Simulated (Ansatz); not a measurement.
**Ansatz (a first-principles code) run on ScSi (Cm, 4 atoms in the cell): self-consistent single point**

Method of the run: LDA (PW92), default PAW files made with PBE (plane waves; Ansatz).

Input as run:

Ansatz 0.2 input:
```yaml
# ScSi
crystal:
  lattice:
    - [1.986975, -4.928723, 0.000000]
    - [1.986975, 4.928723, 0.000000]
    - [0.000000, 0.000000, 3.649113]
  atoms:
    - { symbol: Sc, position: [0.139210, 0.860790, 0.263702] }
    - { symbol: Sc, position: [0.860790, 0.139210, 0.750000] }
    - { symbol: Si, position: [0.419440, 0.580560, 0.250000] }
    - { symbol: Si, position: [0.580560, 0.419440, 0.750000] }
basis:
  ecutwfc: 420.0
kpoints:
  mp_grid: { grid: [6, 6, 6] }
hamiltonian:
  xc: lda
  pseudopotentials: { kind: paw }
scf:
  occupations: { method: fermi_dirac, width: 0.1 }
output:
  forces: true
  eigenvalues: true
  stress: true
```

Output, abridged:

```
WARN ansatz: RAYON_NUM_THREADS=1 ignored (pool sized by the plan → 1); use --threads N
Pseudopotentials: kind: paw
Pseudopotential: Sc, paw, valence charge 11
Pseudopotential: Si, paw, valence charge 4
Crystal: 4 atoms, lattice volume = 71.473 Å³
Basis set: ecut = 420 eV, 1395 PW (Γ)
Bands: 19, of which v1, the nominal top of the filled ones, is band 15 counted from 1 (14 counted from 0)
Symmetry: 2 space group operations
Space group: Cm (ITA 8), of the structure as read, at distance tolerance 4.1e-5 Å
k-points: 68 of 216 (time reversal used)
PAW frozen core: Sc, regenerated for the run's functional, and the local potential with it
PAW frozen core: Si, regenerated for the run's functional, and the local potential with it
Initial density: superposition of atomic densities (neutral atoms: chi_scale 0, normalization atom), corrected by the library's trained network
Initial wavefunctions: pseudopotential atomic-orbital guess
Eigensolver: davidson
Functional: x = slater, c = lda
SCF iter   1: F=—  HF=-5399.014143 eV  |F-HF|=—  |Δ(HF+E_count)|=         —  Δρ=4.70e-3  dr2=9.25e-3  ethr=1.77e-3  ⟨swp⟩=5.3  Hψ=6530  notcnv=0
all-band conjugate gradients solve this SCF's bands
preconditioner: auto → Kerker (q_TF=auto, 2.361 Å⁻¹)
SCF iter   2: F=—  HF=-5399.012974 eV  |F-HF|=—  |Δ(HF+E_count)|=   1.17e-3  Δρ=2.77e-3  dr2=3.79e-3  ethr=3.08e-5  ⟨swp⟩=1.1  Hψ=1841  notcnv=0
SCF iter   3: F=—  HF=-5399.012458 eV  |F-HF|=—  |Δ(HF+E_count)|=   5.16e-4  Δρ=4.03e-4  dr2=9.93e-5  ethr=1.26e-5  ⟨swp⟩=2.0  Hψ=1444  notcnv=0
SCF iter   4: F=—  HF=-5399.012435 eV  |F-HF|=—  |Δ(HF+E_count)|=   2.25e-5  Δρ=1.18e-4  dr2=8.45e-6  ethr=3.31e-7  ⟨swp⟩=3.0  Hψ=2410  notcnv=0
SCF iter   5: F=—  HF=-5399.012434 eV  |F-HF|=—  |Δ(HF+E_count)|=   1.50e-6  Δρ=2.78e-5  dr2=7.30e-7  ethr=2.82e-8  ⟨swp⟩=2.2  Hψ=1708  notcnv=0
SCF iter   6: F=—  HF=-5399.012434 eV  |F-HF|=—  |Δ(HF+E_count)|=   1.31e-7  Δρ=1.22e-5  dr2=1.83e-7  ethr=3.33e-10  ⟨swp⟩=5.9  Hψ=5812  notcnv=0
SCF iter   7: F=-5399.012434 eV  HF=-5399.012434 eV  |F-HF|=2.43e-8  |Δ(HF+E_count)|=   2.74e-8  Δρ=5.03e-6  dr2=2.96e-8  ethr=3.33e-10  ⟨swp⟩=5.0  Hψ=5071  notcnv=0
SCF 1 converged in 7 iterations: F = -5399.012434 eV  dr2 = 2.96e-8
SCF converged after 7 iterations
Free energy (F): -5399.012434 eV
Harris-Foulkes:  -5399.012434 eV  (|F-HF|=2.43e-8)
Internal energy: -5398.929007 eV  (E = F + TS)
E sigma→0 (E₀):  -5398.970720 eV
Entropy (-TS):   -0.083427 eV (-20.857 meV/atom)
Fermi energy:    10.291486 eV
--- Per-component energies (eV) ---
  E_band       = -270.067490
  E_kinetic    = 608.487998
  E_local      = -1723.459605  (includes V_loc(G=0)·N_el)
  E_nonlocal   = 226.044187
  E_hartree    = 607.673837
  E_xc         = -319.716754
  E_vxc        = -356.384040  (∫ρ·V_xc dr)
  E_paw        = -2792.243950  (= ΣΔE_a)
  E_vpaw       = -240.102202  (= ΣTr[D̂ρ^β])
  E_aug_tail   = 0.000032  (compensation charges beyond the density's cutoff)
  E_ewald      = -2006.493258
  E_core_change = 0.778507  (= ΣΔE_core)
  E_smearing   = -0.083427  (= −TS)
  E_closure    = -0.000000  (closes the sum)
  Σ components = -5399.012434   (vs F -5399.012434, Δ=0.00e0)
--- Forces (eV/Å), atoms counted from 1 ---
  atom   1  Sc    -0.00000000     0.06430805    -0.34182118
  atom   2  Sc     0.00000000    -0.07380238     0.06233587
  atom   3  Si    -0.00000000     0.08115131     0.06366787
  atom   4  Si     0.00000000    -0.07165086     0.21581857
  max |Σ_I F_I| component: 6.11e-6 eV/Å
--- Stress (GPa, compression-positive) ---
       -4.699164       0.000000      -0.000000
        0.000000      -4.070824       0.476739
       -0.000000       0.476739      -3.355661
  P = ⅓ Tr σ = -4.0419 GPa (-40.419 kbar)
  The stress holds the Pulay correction. Without it, at fixed plane waves, as pw.x and ABINIT print it: P = -4.0693 GPa
--- Band table (eV; the first three rows and the last of 68) ---
  k-point 0: bands = ["-38.3273", "-38.2865", "-17.3790", "-17.2918", "-17.2540", "-17.2440", "-17.1508", "-17.1416", "-0.6262", "4.4276", "7.1516", "8.1183", "8.7790", "9.1642", "10.3785", "11.0269", "11.7175", "12.2202", "12.2458"]
  k-point 1: bands = ["-38.3232", "-38.2878", "-17.3621", "-17.2869", "-17.2588", "-17.2540", "-17.1707", "-17.1635", "-0.3178", "4.4877", "7.0106", "7.3693", "8.1326", "10.1621", "10.1642", "10.3545", "11.5592", "12.2896", "12.6621"]
  k-point 2: bands = ["-38.3131", "-38.2924", "-17.3179", "-17.2835", "-17.2752", "-17.2560", "-17.2320", "-17.2007", "0.5800", "3.6644", "6.4078", "7.8556", "8.2221", "9.1616", "9.2458", "10.0253", "12.3776", "12.5976", "12.9809"]
  k-point 67: bands = ["-38.3017", "-38.3009", "-17.3777", "-17.3755", "-17.2678", "-17.2591", "-17.1631", "-17.1585", "2.3051", "2.3168", "6.0582", "6.0727", "8.9042", "8.9267", "10.2052", "10.3077", "11.6298", "11.7740", "12.5266"]
```

The run converged in 7 iterations.

The starting cell comes from a database of computed structures (which also holds hypothetical and non-ambient phases and stackings), without a prior relaxation at this level. Its lattice was rescaled by up to half a per cent. One atom was moved a little off its site on purpose. With a pressure of about -4 GPa the cell is away from its equilibrium volume at this level. Ansatz's pressure includes its estimate of the finite-basis (Pulay) stress.
